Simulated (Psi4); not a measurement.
Psi4 1.11, unrestricted WB97X/def2-svp: CC[CH]COC(C)=O, charge 0, multiplicity 2, 19 atoms. The geometry is a generated start, not checked to be a minimum at this level.

```yaml
task: energy
method: wb97x
basis: def2-svp
memory: 3 GB
maxiter: 100
keys_of_the_molecule_block: symmetry c1
scf_type: df (default)
e_convergence: 1e-06 (default)
d_convergence: 1e-06 (default)
dft_radial_points: 75 (default)
dft_spherical_points: 302 (default)
basis_functions: 167
grid_points: 401980
```

```xyz
19

C     -3.0031    -0.2911    -0.8284
C     -2.3682     0.6321     0.2315
C     -0.9216     0.8407     0.0055
C      0.0556    -0.2107     0.3441
O      1.3802     0.3042     0.2294
C      2.3760    -0.5862     0.2711
C      3.7177     0.0897     0.1654
O      2.2058    -1.7716     0.3871
H     -4.0747    -0.3675    -0.6624
H     -2.8299     0.1062    -1.8257
H     -2.5696    -1.2863    -0.7706
H     -2.5332     0.1739     1.2120
H     -2.8844     1.5927     0.2068
H     -0.5588     1.7222    -0.4840
H     -0.0288    -1.0936    -0.3177
H     -0.0973    -0.5895     1.3685
H      3.6153     1.0645    -0.3002
H      4.3963    -0.5430    -0.4007
H      4.1228     0.2132     1.1681
```

Charge 0 and multiplicity 2 are set for this test and not shown to be the ground state.

With the defaults (diis = true, scf_initial_accelerator = adiis, damping_percentage = 0, guess = auto, which took SAD, diis_max_vecs = 10, soscf = false, soscf_start_convergence = 0.01, level_shift = 0, level_shift_cutoff = 0.01) it converges in 9 SCF iterations. One run each on 2 threads, with these changes:
- diis_max_vecs = 20
- diis = false, scf_initial_accelerator = none, damping_percentage = 60
- guess = gwh
- guess = modhuckel
- guess = sadno
- level_shift = 0.5, level_shift_cutoff = 0.001
- soscf = true, soscf_start_convergence = 0.001
- level_shift = 0.1, level_shift_cutoff = 0.001
- diis_max_vecs = 3

**Question.** Which of these changes keep the SCF from converging, or lead it to another solution?

**Answer.** No convergence: diis = false, scf_initial_accelerator = none, damping_percentage = 60 (the run ends without SCF convergence in 100 iterations). The rest reach the solution of the defaults.

```tsv
setting	SCF iterations	JK calls	end
soscf = true, soscf_start_convergence = 0.001	7	23	same solution
the defaults	9	10	same solution
diis_max_vecs = 20	9	10	same solution
level_shift = 0.5, level_shift_cutoff = 0.001	9	10	same solution
level_shift = 0.1, level_shift_cutoff = 0.001	9	10	same solution
guess = sadno	10	10	same solution
guess = modhuckel	10	27	same solution
guess = gwh	14	14	same solution
diis_max_vecs = 3	14	15	same solution
diis = false, scf_initial_accelerator = none, damping_percentage = 60	100	101	no convergence
```

An SOSCF iteration holds several JK calls; a Hückel guess adds calls on atoms.
